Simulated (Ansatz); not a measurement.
## Mn2Ge: response to strain

Take Mn2Ge (space group P6_3/mmc, No. 194; a = 4.1096 Å, c = 4.9748 Å; ferromagnetic; a cell from a computed database, its experimental status unchecked) as the base. Axes: x lies along a and z along c of the hexagonal cell.

Strains are applied to the cell and any free atomic positions relax; under biaxial strain the out-of-plane vector relaxes too.

Method: PBEsol in Ansatz (plane waves to 420 eV, PAW, no SOC).

Notes on the quantities. pressure: mean of the normal stresses, compression positive.

```csv
case,shortest interatomic distance,pressure,space group,largest site moment
base,2.373 Å,0.0 GPa,P6_3/mmc (No. 194),2.07 μB
"biaxial strain +0.35 %, plane normal [001], relaxed out of plane",2.381 Å,-1.0 GPa,P6_3/mmc (No. 194),2.10 μB
"biaxial strain +2.00 %, plane normal [001], relaxed out of plane",2.420 Å,-5.4 GPa,P6_3/mmc (No. 194),2.24 μB
uniaxial strain ε_xx = +5.53 %,2.400 Å,-7.6 GPa,Cmcm (No. 63),2.28 μB
```

Other magnetic orders, which the real material may have, were not ruled out. Without a gap, meshes like the base's 13×13×10 leave anisotropic stresses uncertain by several tenths of a GPa, and small strain energies with them. Whether these cells are dynamically stable was not tested.

Ansatz is a quantum-chemistry and plane-wave program.
